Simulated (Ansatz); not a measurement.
Take AlRu in the CsCl type structure (space group Pm-3m, No. 221; a = 2.9770 Å; relaxed with 0.1 eV smearing) as the base. Axes: x, y, z lie along the cube axes.

Level of theory: PBEsol (Ansatz, a program for electronic structure, PAW, scalar-relativistic without spin-orbit coupling).

For the base:

* **Shortest interatomic distance**: 2.578 Å
* **Pressure**: 0.0 GPa

It is then changed as follows: the cell is compressed by 0.50 % along z with no lateral relaxation; the atoms relax in the strained cell.

Question: How does this affect the energy relative to the base?

Answer: The energy grows by 0.4 meV/atom.

Question: What happens to the shortest interatomic distance?

Answer: The shortest interatomic distance shrinks by 0.004 Å to 2.574 Å.

Question: Estimate the effect on the pressure.

Answer: The pressure (mean of the normal stresses, compression positive) goes from zero to 1.1 GPa.

Stability against distortions was not tested. All final runs are without spin polarisation.
